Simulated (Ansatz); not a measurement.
The reference is ZnO in the wurtzite structure (space group P6_3mc, No. 186).

```yaml
crystal:
  lattice:
    - [3.18693, 0.00000, 0.00000]
    - [-1.59347, 2.75997, 0.00000]
    - [0.00000, 0.00000, 5.15257]
  atoms:
    - { symbol: Zn, position: [0.33333, 0.66667, 0.00179] }
    - { symbol: Zn, position: [0.66667, 0.33333, 0.50179] }
    - { symbol: O, position: [0.33333, 0.66667, 0.38021] }
    - { symbol: O, position: [0.66667, 0.33333, 0.88021] }
```

Cartesian axes are those of the cell as printed.

Method: DFT with LDA, PAW potentials and a 420 eV plane-wave cutoff in Ansatz (a first-principles code), without spin-orbit coupling.

The change: uniaxial strain ε_zz = −1.20 %, all other strain components held at zero; the atoms relax in the strained cell.

### Question
Predict the stress tensor and what it implies for the stiffness.

### Answer
Stress of the strained cell less that of the base (GPa, compression positive):
```
   1.55    0.00    0.00
   0.00    1.55    0.00
   0.00    0.00    2.85
```

Then −Δσ_ii/ε with ε = -0.0120 gives relaxed-ion elastic constants: C33 ≈ 238 GPa, C13 ≈ 129 GPa and C23 ≈ 129 GPa.

Whether these cells are dynamically stable was not tested.
